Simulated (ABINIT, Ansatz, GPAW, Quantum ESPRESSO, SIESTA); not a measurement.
## Code comparison for LiMg (Amm2, 6 atoms in the cell)

Self-consistent single point.

```
CELL_PARAMETERS angstrom
      4.89958     0.00000     0.00000
      0.00000     1.70043     7.34607
      0.00000    -1.70043     7.34607
ATOMIC_POSITIONS crystal
  Li 0.00000 0.30594 0.30594
  Li 0.50000 0.47486 0.47486
  Li 0.50000 0.13544 0.13544
  Mg 0.00000 0.96800 0.96800
  Mg 0.00000 0.64382 0.64382
  Mg 0.50000 0.80526 0.80526
```

All programs got the same cell, k-point mesh and kind of occupations (in Ansatz's words: kpoints.mp_grid.grid = 5 7 7; scf.occupations.method = gaussian; scf.occupations.width = 0.2 eV); potentials, basis and cutoffs are each program's usual ones.

```
code                                                                                                                                 model  pressure (GPa)  largest force (eV/Å)  k-points       cutoff
----------------  ------------------------------------------------------------------------------------------------------------------------  --------------  --------------------  --------  -----------
Ansatz                                                                                                 LDA (PW92), PAW files made with PBE           -1.71                 0.045        48       420 eV
Quantum ESPRESSO                                                                       LDA (PZ), GBRV 1.5 ultrasoft (LDA) pseudopotentials           -1.71                 0.046        48        40 Ry
GPAW                                                                         LDA (Perdew-Wang 92), GPAW PAW datasets LDA (gpaw-data 1.0.1)           -1.60                 0.049        48       800 eV
ABINIT                                                     LDA (PW92), norm-conserving pseudopotentials (PseudoDojo nc-sr-04 LDA standard)           -1.69                 0.044        48        42 Ha
SIESTA            LDA PW92, numerical atomic orbitals DZP, PseudoDojo LDA standard norm-conserving potentials (rewritten from UPF to PSML)           -1.35                 0.057       123  grid 350 Ry
```

Size of the force on each atom (eV/Å): Sizes of forces hide their directions.

```csv
code,Li1,Li2,Li3,Mg4,Mg5,Mg6
Ansatz,0.002,0.019,0.023,0.041,0.045,0.002
Quantum ESPRESSO,0.002,0.018,0.023,0.041,0.046,0.002
GPAW,0.002,0.018,0.023,0.045,0.049,0.002
ABINIT,0.002,0.018,0.023,0.040,0.044,0.002
SIESTA,0.002,0.023,0.018,0.057,0.050,0.004
```

The spread over the programs that give each value: pressure within 0.36 GPa; largest force within 0.013 eV/Å.

The starting cell comes from a database of computed structures (which also holds hypothetical and non-ambient phases and stackings), without a prior relaxation at this level.

Question: Why do the programs differ, and what cannot be compared?

Answer: Differences of this kind can come from the potentials, where these differ, and from what each basis and cutoff leave unconverged. The valence holds different numbers of electrons (Ansatz (a first-principles code) 39, Quantum ESPRESSO 39, GPAW 33, ABINIT 39, SIESTA 39). The zero of total energies and Fermi levels follows the potentials and each program's conventions, so they are not compared here. SIESTA uses small atom-centred bases, whose incompleteness enters pressures, forces and empty levels differently from a plane-wave cutoff. Ansatz's pressure is given at a fixed set of plane waves, as the other plane-wave codes print theirs. The same LDA comes in different parametrisations, which differ slightly. The programs reduce the same mesh by symmetry to different extents, which changes the work and not the result. In the force vectors, SIESTA (by 0.098) lies more than 0.08 eV/Å from the median of the plane-wave programs.

Left out of this page: CP2K (unsound by tests on forces, stress, charge or solver warnings); FLEUR (not drawn, or without a comparable value).

Keys are those of Ansatz 0.2.
